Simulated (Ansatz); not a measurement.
GaN (model structure, P6₂22, No. 180, 6 atoms in the cell), treated with PBEsol (plane waves, PAW; Ansatz, a program for electronic structure).

Run with plane-wave cutoff 520 eV, 12×12×6 k mesh (along the axes of the cell as run), Fermi–Dirac smearing 0.01 eV, scalar-relativistic PAW data made under PBE.

Cell (relaxed with PBEsol):

```
CELL_PARAMETERS angstrom
      3.12517     0.00000     0.00000
     -1.56259     2.70648     0.00000
      0.00000     0.00000     7.35852
ATOMIC_POSITIONS crystal
  Ga 0.50008 0.00000 0.66667
  Ga 0.00000 0.50008 0.33333
  Ga 0.49992 0.49992 0.00000
  N  0.50003 0.00000 0.16667
  N  0.00000 0.50003 0.83333
  N  0.49997 0.49997 0.50000
```

Problem. What does this level give for the band gap and smallest direct gap on the k points sampled?

Solution. 
* **band gap**: 1.47 eV (indirect)
* **smallest direct gap on the k points sampled**: 1.49 eV

Note: the relaxation could raise the start's symmetry but not lower it, so the cell can be a saddle point.

Spin–orbit coupling is not included.

The result took very roughly 40 core-seconds.

A model structure was made by putting elements into a prototype or built by hand; it is no filed structure, need not be a known phase, and can be a saddle point held by its symmetry.
